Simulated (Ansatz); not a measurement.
free sheet of monolayer 1T PtS2: Pt16S32, 3 atomic planes, area 177 Å², cell height 15.5 Å with vacuum; both faces free, started from the relaxed sheet, in-plane cell fixed at 1.000 times the relaxed lattice. These are PBE (plane waves, PAW; Ansatz, an electronic-structure program) values and carry that method's errors. Mean temperature 300 K, 9.6 ps sampled after 4.2 ps of Langevin dynamics; k-points: Γ only; no spin polarisation or spin-orbit coupling.

A denser in-plane k-mesh moves the forces of one frame by 0.03 eV/Å rms. Bonds are counted up to Pt-S 2.81 Å; heights count from the centre of mass.

What happens at the sheet: give the outer plane spacing; normal motion of the outer planes over that of the middle; in-plane diffusion; coordination in the top plane; mean vibrational (phonon) frequency.


```
Property                                                                                       Value
---------------------------------------------------------  -----------------------------------------
outer plane spacing                                        1.24 Å against 1.23 Å at the start (+1 %)
normal motion of the outer planes over that of the middle                                        1.0
in-plane diffusion                                                           none seen within 9.6 ps
coordination in the top plane                                                           3-fold 100 %
mean vibrational (phonon) frequency                                                          7.5 THz
```
